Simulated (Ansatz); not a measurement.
Base system: LuBi in the rock salt structure (space group Fm-3m, No. 225; a = 6.132 Å; a cell from a computed database, its experimental status unchecked; relaxed with 0.1 eV smearing). Axes: x, y, z lie along the cube axes.

It is then changed as follows: tensile biaxial strain of 2.47 % in the plane normal to [001], as in epitaxy on a mismatched substrate; the out-of-plane cell vector and the atoms relax.

Levels (all Ansatz, a quantum-chemistry and plane-wave program, PAW): PBEsol (420 eV, spin-orbit coupling left out); PBEsol+SOC (420 eV, with spin-orbit coupling).

The geometry is relaxed with PBEsol.

```
Property           Result
---------------  --------
PBEsol pressure  -2.3 GPa
```

How does going to PBEsol+SOC change the pressure?

The pressure drops by 0.4 GPa to -2.7 GPa.

Single points use the geometry relaxed with PBEsol. Differences between runs with and without spin-orbit coupling are approximate. No phonon test of stability was made.
